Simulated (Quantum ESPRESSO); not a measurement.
Quantum ESPRESSO is run on CsPbCl3 (Pm-3m, 5 atoms in the cell), and the run fails. The aim is a self-consistent single point with DFT, PBE, plane waves, GBRV 1.5 ultrasoft (PBE) pseudopotentials.

Cell that was meant: a = 5.6219 Å, b = 5.6219 Å, c = 5.6219 Å, α = 90.00°, β = 90.00°, γ = 90.00°.

Part of the input:

```fortran
&SYSTEM
  ibrav = 0
  celldm(1) = 10.6238626384
  nat = 6
  ntyp = 3
  ecutwfc = 40
  ecutrho = 200
  occupations = 'fixed'
  nbnd = 30
/
&ELECTRONS
  conv_thr = 1.0d-10
[...]
Cl    0.0000000000    0.5000000000    0.5000000000
Cl    0.5000000000    0.0000000000    0.5000000000
Cl    0.5000000000    0.5000000000    0.0000000000
Cl   -0.0056240000    0.4934630000    0.4978240000
K_POINTS {automatic}
3 3 3  0 0 0
```

The program printed (abridged):

```
     Self-consistent Calculation

     iteration #  1     ecut=    40.00 Ry     beta= 0.70

 %%%%%%%%%%%%%%%%%%%%%%%%%%%%%%%%%%%%%%%%%%%%%%%%%%%%%%%%%%%%%%%%%%%%%%%%%%%%%%
     Error in routine cdiaghg (83):
     S matrix not positive definite
 %%%%%%%%%%%%%%%%%%%%%%%%%%%%%%%%%%%%%%%%%%%%%%%%%%%%%%%%%%%%%%%%%%%%%%%%%%%%%%

     stopping ...
```

Problem. From the messages shown, name the fault and mend the input.

Solution. The fault is one atom entered twice; here the program stops on it instead of giving results. To fix it, remove the duplicate atom. The program stopped with an error at about iteration 1.

The sound input it was made from differs as follows (other fixes are possible):
```diff
-  nat = 6
+  nat = 5
-  nbnd = 30
+  nbnd = 26
-Cl   -0.0056240000    0.4934630000    0.4978240000
```

With that input, the run converged in 9 iterations: free energy E − TS -4458.0905 eV; pressure 1.16 GPa (DFT, PBE, plane waves, GBRV 1.5 ultrasoft (PBE) pseudopotentials).

On the sound input: the starting cell comes from a database of computed structures (which also holds hypothetical and non-ambient phases and stackings), without a prior relaxation at this level. Its lattice was rescaled by a random factor within 2.5 % of one.
